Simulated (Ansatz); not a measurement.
The reference is Cu in the fcc (Cu type) structure (space group Fm-3m, No. 225; a = 3.518 Å; relaxed with 0.1 eV smearing).

Method: Ansatz (an electronic-structure program) LDA, spin-orbit coupling left out.

Before the change:

| Quantity | Result |
|---|---|
| Pressure | 0.0 GPa |

It is then changed as follows: every lattice vector is shortened by 1.00 %; the atoms relax in the strained cell.

Problem. What does the calculation give for the pressure and energy relative to the base after the change?

Solution. The pressure goes from zero to 6.1 GPa; the energy rises by 6.0 meV/atom.

Stability against distortions was not tested. All final runs are without spin polarisation.
